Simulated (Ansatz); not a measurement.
Abridged Ansatz (a quantum-chemistry and plane-wave program) output:

```
Relaxation: its limit of steps is 50 (relax.max_steps)
Pseudopotential: Ga, paw, valence charge 13
Pseudopotential: O, paw, valence charge 6
Crystal: 10 atoms, lattice volume = 102.840 Å³
Basis set: ecut = 420 eV, 1989 PW (Γ), exchange–correlation on 80×80×80 points (8 copies of the dense FFT grid, shifted against one another)
Bands: 54, of which v1, the nominal top of the filled ones, is band 44 counted from 1 (43 counted from 0)
Symmetry: 12 space group operations
k-points: 65 of 512
Functional: x = slater, c = lda
SCF iter   1: F=—  HF=-18163.483019 eV  |F-HF|=—  |Δ(HF+E_count)|=         —  Δρ=2.03e-2  dr2=3.49e-1  ethr=1.77e-3  ⟨swp⟩=6.1  Hψ=12591  notcnv=0  defer=31
SCF iter   2: F=—  HF=-18163.383978 eV  |F-HF|=—  |Δ(HF+E_count)|=   9.90e-2  Δρ=4.36e-3  dr2=7.03e-3  ethr=3.97e-4  ⟨swp⟩=2.0  Hψ=5251  notcnv=0  defer=301
SCF 1 converged in 8 iterations: F = -18163.381392 eV  dr2 = 5.03e-10
relax step   1: F+E_penalty+E_count = -18163.38139212 eV  Δ(F+E_penalty+E_count) = +0.000e0 eV  max|allowed force component| = 1.767e-2 eV/Å  Δτ_max = 0.0000 Å  (8 SCF iters, accepted)
Crystal: 10 atoms, lattice volume = 102.840 Å³
SCF iter   1: F=—  HF=-18163.381438 eV  |F-HF|=—  |Δ(HF+E_count)|=         —  Δρ=5.99e-5  dr2=1.86e-6  ethr=2.01e-9  ⟨swp⟩=2.0  Hψ=9760  notcnv=0  defer=301
SCF iter   2: F=—  HF=-18163.381438 eV  |F-HF|=—  |Δ(HF+E_count)|=   4.51e-7  Δρ=3.05e-5  dr2=5.24e-7  ethr=2.01e-9  ⟨swp⟩=2.6  Hψ=4820  notcnv=0  defer=301
SCF 2 converged in 5 iterations: F = -18163.381438 eV  dr2 = 3.52e-10
relax step   2: F+E_penalty+E_count = -18163.38143781 eV  Δ(F+E_penalty+E_count) = -4.568e-5 eV  max|allowed force component| = 1.676e-2 eV/Å  Δτ_max = 0.0005 Å  (5 SCF iters, accepted)
Crystal: 10 atoms, lattice volume = 102.840 Å³
SCF iter   1: F=—  HF=-18163.381522 eV  |F-HF|=—  |Δ(HF+E_count)|=         —  Δρ=3.03e-4  dr2=4.24e-5  ethr=9.24e-8  ⟨swp⟩=2.0  Hψ=7475  notcnv=0  defer=302
SCF iter   2: F=—  HF=-18163.381507 eV  |F-HF|=—  |Δ(HF+E_count)|=   1.47e-5  Δρ=1.41e-4  dr2=9.38e-6  ethr=4.82e-8  ⟨swp⟩=2.0  Hψ=5673  notcnv=0  defer=302
SCF 3 converged in 6 iterations: F = -18163.381505 eV  dr2 = 3.36e-10
relax step   3: F+E_penalty+E_count = -18163.38150494 eV  Δ(F+E_penalty+E_count) = -6.713e-5 eV  max|allowed force component| = 7.572e-3 eV/Å  Δτ_max = 0.0010 Å  (6 SCF iters, accepted)
Crystal: 10 atoms, lattice volume = 102.840 Å³
[...]
  atom   3  Ga    -0.00000000     0.00000000     0.00210388
  atom   4  Ga    -0.00000000     0.00000000     0.00210388
  atom   5  O     -0.00191946     0.00332461    -0.00000000
  atom   6  O     -0.00191946    -0.00332461     0.00000000
  atom   7  O      0.00191946    -0.00332461     0.00000000
  atom   8  O     -0.00383893     0.00000000    -0.00000000
  atom   9  O      0.00191946     0.00332461    -0.00000000
  atom  10  O      0.00383893    -0.00000000    -0.00000000
--- Stress (GPa, compression-positive) ---
      -18.142227       0.000000      -0.000000
        0.000000     -18.142227       0.000000
       -0.000000       0.000000     -15.946966
  P = ⅓ Tr σ = -17.4105 GPa (-174.105 kbar)
--- Relaxed structure (4 steps of the walk, 4 accepted, 0 SCFs on fresh bases) ---
  atoms:
    - { symbol: Ga, position: [0.6443943653401606, 0.6443943653401606, 0.6443943653401607] }
    - { symbol: Ga, position: [0.1443943653401606, 0.1443943653401606, 0.1443943653401606] }
    - { symbol: Ga, position: [0.3556056346598394, 0.3556056346598394, 0.3556056346598394] }
    - { symbol: Ga, position: [0.8556056346598393, 0.8556056346598393, 0.8556056346598394] }
    - { symbol: O, position: [0.75, 0.4473815918025653, 0.05261840819743441] }
    - { symbol: O, position: [0.05261840819743446, 0.75, 0.4473815918025655] }
    - { symbol: O, position: [0.25, 0.5526184081974346, 0.9473815918025656] }
    - { symbol: O, position: [0.5526184081974345, 0.9473815918025654, 0.25000000000000006] }
    - { symbol: O, position: [0.9473815918025654, 0.24999999999999983, 0.5526184081974345] }
    - { symbol: O, position: [0.4473815918025654, 0.05261840819743452, 0.75] }
```

**Question.** What was computed, and what are the main results?

**Answer.** Ga2O3, 10 atoms in the cell, with LDA (Ansatz; PAW; 420 eV plane waves; no spin-orbit coupling). The last SCF converged to F = -18163.381513 eV, or -1816.3382 eV per atom, at a pressure of -17.41 GPa. The total energy compares only with runs of the same code, potentials and settings.

The cells carry an imposed strain or load. No phonon test of stability was made. The cell was made from Ga2O3 in the corundum structure (space group R-3c, No. 167) by this change: isotropic strain +3.00 %.

Keys are those of Ansatz 0.2.
